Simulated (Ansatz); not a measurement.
Consider GaN in the wurtzite structure (space group P6_3mc, No. 186).

Space group P6₃mc (No. 186); a = b = 3.2184 Å, c = 5.2432 Å, α = β = 90.00°, γ = 120.00°

| atom | site | symmetry | x | y | z |
|---|---|---|---|---|---|
| Ga | 2b | 3m. | 0.3333 | 0.6667 | 0.0001 |
| N | 2b | 3m. | 0.3333 | 0.6667 | 0.3769 |

The values are results of Kohn–Sham DFT with the PBE functional, run in Ansatz (an electronic-structure program) with PAW and 420 eV plane waves, spin-orbit coupling left out, not measurements.

One change was made to it. Results:

The valence-band top at Γ (three highest levels, from the VBM) goes from 0.00, 0.00, -0.04 eV to 0.00, 0.00, -0.06 eV; the lattice parameter a falls by 0.1099 Å to 3.109 Å; the c/a ratio stays essentially unchanged (1.629 against 1.630).

Which of these changes matches the shifts?
A) pressure 9 GPa
B) pressure −2 GPa
C) pressure 2.1 GPa
D) pressure 0.9 GPa
E) pressure 22.5 GPa

E, pressure 22.5 GPa. For comparison, the valence-band top at Γ in the other runs: pressure 9 GPa gives 0.00, 0.00, -0.04 eV; pressure 0.9 GPa gives 0.00, 0.00, -0.04 eV; pressure −2 GPa gives 0.00, 0.00, -0.03 eV; pressure 2.1 GPa gives 0.00, 0.00, -0.04 eV.

The levels and masses belong to the bands next to the band gap. Load acts through the strain it causes; cell and atoms are relaxed under it. No phonon test of stability was made. Tetrahedral semiconductors of this kind turn to denser phases somewhere between about 1 and 50 GPa; those were not computed, so compressed cells here can lie past the real transition.
